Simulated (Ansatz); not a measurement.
Take GaN in the wurtzite structure (space group P6_3mc, No. 186) as the base.

```
GaN
1.0
    3.21837     0.00000     0.00000
   -1.60918     2.78719     0.00000
    0.00000     0.00000     5.24320
Ga N
2 2
Direct
  0.33333   0.66667   0.00014
  0.66667   0.33333   0.50014
  0.33333   0.66667   0.37686
  0.66667   0.33333   0.87686
```

Cartesian axes are those of the cell as printed.

All numbers come from PBE in Ansatz (plane waves to 420 eV, PAW, scalar-relativistic without spin-orbit coupling).

Modification: the cell is scaled by 0.9700 in all directions; the atoms relax in the strained cell.

Q: Predict the stress tensor and what it implies for the stiffness.

A: Stress of the strained cell less that of the base (GPa, compression positive):
```
  19.23    0.00    0.00
   0.00   19.23    0.00
   0.00    0.00   19.30
```

Then B = −ΔP/(ΔV/V₀) with ΔV/V₀ = -0.0873 gives secant stiffness values (nonlinear terms included at this strain): B (at held cell shape, above the free-shape value) ≈ 220 GPa.

As a check, the harmonic strain energy −½ V₀ Δσ:ε is 64 meV/atom; the computed energy rise is 57 meV/atom.

No phonon test of stability was made.

Ansatz is a quantum-chemistry and plane-wave program.
